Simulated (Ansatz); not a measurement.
Base system: Mo in the bcc (W type) structure (space group Im-3m, No. 229; a = 3.130 Å; relaxed with 0.1 eV smearing).

Computed with PBEsol in Ansatz (plane waves to 420 eV, PAW, scalar-relativistic without spin-orbit coupling).

Strains are applied to the cell and any free atomic positions relax.

One change was made to it. Results:

The energy increases by 3.0 meV/atom; the pressure goes from zero to -4.1 GPa.

Question: What was done to the base?
A. isotropic strain +0.50 %
B. isotropic strain −2.00 %
C. isotropic strain −1.00 %
D. isotropic strain +1.50 %

Answer: A, isotropic strain +0.50 %. For comparison, the energy relative to the base in the other runs: isotropic strain +1.50 % gives +26 meV/atom; isotropic strain −2.00 % gives +51 meV/atom; isotropic strain −1.00 % gives +12 meV/atom.

Whether these cells are dynamically stable was not tested. The final runs are not spin-polarised.

Ansatz is an electronic-structure program.
